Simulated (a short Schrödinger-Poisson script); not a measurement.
System: MOS inversion layer, SiO2 on p-type InP, at 300 K.

```
layer  material  thickness (nm)  Na (cm⁻³)
-----  --------  --------------  ---------
1          SiO2             3.3          -
2           InP            1500       1e17
```

The device is made up for the run: typed textbook-type constants, with dimensions and the other settings drawn at random. SiO2: permittivity 3.9, conduction-band edge (eV) 3.48, gap (eV) 9, electron mass (mₑ) 0.5. InP: permittivity 12.5, conduction-band edge (eV) 0, gap (eV) 1.344, Nv at 300 K (cm⁻³) 1.1e19.

Channel valleys (confinement mass, in-plane density-of-states mass, number): Γ 0.08, 0.08, 1. At the gate the conduction-band edge of layer 1 lies 3.94 eV − eVg above the Fermi level of the channel; the field vanishes at the back. Gaps are held at their typed values at every temperature. Mesh 0.03 nm at interfaces.

From a short Schrödinger-Poisson script (our own, NumPy): 1D Poisson equation in equilibrium, electrons quantum, Hartree (BenDaniel-Duke, 12 states a valley, the channel's in-plane mass for all, wave functions free to enter the dielectric), parabolic valleys, classical holes, full ionisation, no traps, pinning or gate leakage.

At Vg = 2.7 V the centroid of the electrons lies 2.78 nm from the interface.

**Question.** Estimate the gate capacitance as the dielectric in series with that distance, and compare.

**Answer.** The dielectric alone has 1.05 μF/cm²; in series with 2.78 nm of the channel's permittivity, 0.829 μF/cm²; the run gives 0.833 μF/cm². The estimate leaves out the density-of-states capacitance and the centroid's move with voltage. Above a few 1e12 electrons/cm² a light Γ valley is non-parabolic and upper valleys begin to fill, which the model leaves out.
